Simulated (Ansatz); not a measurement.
# 4H silicon carbide: the defect V_Si+N_C

Level of theory: PBE, PAW (plane waves to 420 eV; Ansatz, a quantum-chemistry and plane-wave program). A 3×2×1 supercell of 96 sites was used; the energies come from a 2×2×2 shifted sampling of its zone. Sites at the start: the Si(k) site; C(h) 1.89 Å away. Energies of charged states are corrected for periodic images (point charge plus alignment at distant sites). Dielectric constants: PBE linear response of the host. Host gap at this level: 2.23 eV. Finite-size and sampling errors can reach tenths of an eV here. Levels are measured in PBE's own, too narrow, gap. Spin–orbit coupling is left out. Each state is the lowest found from its start.

Formation energies E_f are given with the Fermi level at the valence-band maximum. Chemical conditions: C-rich (Δμ(C) = 0.00 eV, Δμ(Si) = -0.41 eV, Δμ(N) = -1.55 eV, bounded by beta Si3N4; only phases computed here count, gases as isolated molecules at 0 K); Si-rich (Δμ(C) = -0.41 eV, Δμ(Si) = 0.00 eV, Δμ(N) = -1.86 eV, bounded by beta Si3N4; only phases computed here count, gases as isolated molecules at 0 K). Reference phases: C: graphite, N: N2 molecule in a box, Si: silicon.

```tsv
charge	moment (μB)	largest move off a lattice site (Å)	image correction with alignment (eV)	E_f, C-rich (eV)	E_f, Si-rich (eV)	above the lowest spin state (eV)
+1†	0 in all, 0.22 on one atom	0.25	-0.09	–	–	0.00
+1†	not spin-polarised	0.26	-0.10	–	–	0.01
0	1.0	0.26	0.00	5.79	6.10	0.00
0	1.0	0.26	0.00	5.79	6.10	0.00
−1	2.0	0.28	0.41	6.60	6.91	0.00
−1	not spin-polarised	0.29	0.41	6.77	7.07	0.17
−2	1.0	0.29	1.17	8.25	8.55	0.00
−2	1.0	0.29	1.17	8.25	8.55	0.00
```

† Not settled in this cell, so no level is given: charge +1: level within 0.1 eV of a band edge or past it.

Starting moments that weren't kept: charge +1 began with 2 μB and ended with 0.0; charge 0 began with 3 μB and ended with 1.0; charge −2 began with 3 μB and ended with 1.0.

Transition levels above the valence-band maximum: ε(0/−1) = 0.81 eV; ε(−1/−2) = 1.65 eV. On the lower envelope of the bound states, inside the gap: (0/−1) at 0.81 eV; (−1/−2) at 1.65 eV.

Flagged in the runs: a host whose relaxation on this sampling wasn't shown to rest.

All states together cost around 4 core-hours (rough).
